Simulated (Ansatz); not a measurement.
Structures of equal composition on the (110) surface of bcc W: a layer of In in place of the second plane; a layer of In in place of the third plane. The slabs share one bottom face, and each structure is named by its start. These are constructed structures in small cells; real faces may alloy, dewet or reconstruct in larger ones, and not all known structures of the face are among them. Slabs of about 11 Å, Fermi-Dirac smearing of 0.1 eV. Bottom of the slabs: a bare face, its two planes held. Relaxed from the named starts with such symmetry as they have, on meshes of like density; energies extrapolated to zero smearing; spin only where a row says so; no spin-orbit coupling, no U. Brackets mark spin-polarised runs, whose order is one that fits the cell.

Level of theory: PBE (plane waves to 420 eV, PAW; Ansatz, a program for electronic structure).

### Question
Rank these by energy per 1x1 cell (lowest first), as PBE gives it.

### Answer
a layer of In in place of the third plane (0.000 eV), a layer of In in place of the second plane (0.193 eV)
